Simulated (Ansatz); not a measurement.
**N on the O site + 1 H in alpha quartz**

Calculation: PBE, PAW (plane waves to 420 eV; Ansatz, a quantum-chemistry and plane-wave program). Cell: 72 sites, 2×2×2; final energies on a 2×2×2 Γ-centred mesh. Sites at the start: the O site; H antibonding at the neighbour. Finite-size correction: monopole term and site-potential alignment. Dielectric constants: PBE linear response of the host. Host gap at this level: 5.68 eV. These values are not converged in cell size to better than tenths of an eV. The semilocal functional narrows the gap, so deep levels can fall outside it. Spin–orbit coupling is left out. Each state is the lowest found from its start.

| charge | moment (μB) | point group | largest move off a lattice site (Å) | image correction with alignment (eV) |
|---|---|---|---|---|
| +1 | 1.0 | C1 | 0.48 | 0.38 |
| 0 | not spin-polarised | C1 | 0.39 | 0.00 |
| −1* | quenched | C1 | 0.35 | – |

* At this level the carrier isn't localised at the defect: at charge −1 electrons occupy the conduction band. Such a state is shallow or no state of the defect, and this cell gives it no level.

Point groups are those of the whole cell at tolerances of 0.03 and 0.1 Å ("near" where only the looser one holds); none is given for unsettled states.

Starting moments that weren't kept: charge −1 began with 1 μB and ended with 0.0.

Not the lowest form: the same atoms on another site or from another start ended lower, by 1.21 eV at charge +1; by 2.16 eV at charge 0. The levels below are those of this configuration alone.

Transition levels above the valence-band maximum: ε(+1/0) = 1.14 eV.

Flagged in the runs: a doubtful potential alignment, a host whose relaxation on this sampling wasn't shown to rest, a strain field that reaches the edge of the cell.
